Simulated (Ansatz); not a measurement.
C axis length (Å) of solids drawn from the class of silicides and borides, at two levels: PBE (Ansatz, a program for electronic structure, plane waves, PAW), and PBE-D4 (PAW; Ansatz).

```tsv
solid	PBE	PBE-D4
AlB2-type HfB₂	3.486	3.443
AlB2-type ZrB₂	3.542	?
AlB2-type MgB₂	3.524	3.467
C11b WSi₂	7.867	7.807
C11b MoSi₂	7.873	7.804
AlB2-type TiB₂	3.224	3.172
```

### Question
Estimate the withheld PBE-D4 value from the other rows.

### Answer
One way: carry over the typical ratio. The ratios PBE-D4 / PBE of the other rows, in order: 0.9838, 0.9839, 0.9877, 0.9912, 0.9924; median 0.9877. AlB2-type ZrB₂: 3.542 × 0.9877 = 3.498 Å; the run gives 3.497 Å. The ratios spread from 0.9838 to 0.9924, so such an estimate is rough.

Over all 6 rows PBE-D4 is the larger in 0.

Ansatz's runs of these crystals have no spin polarisation.

Spin–orbit coupling is left out, also for the solids with elements from indium on (AlB2-type HfB2, C11b WSi2); its size isn't shown.

Ansatz's density-functional and Hartree–Fock values are scalar-relativistic unless marked +SOC, with PAW data made under PBE.
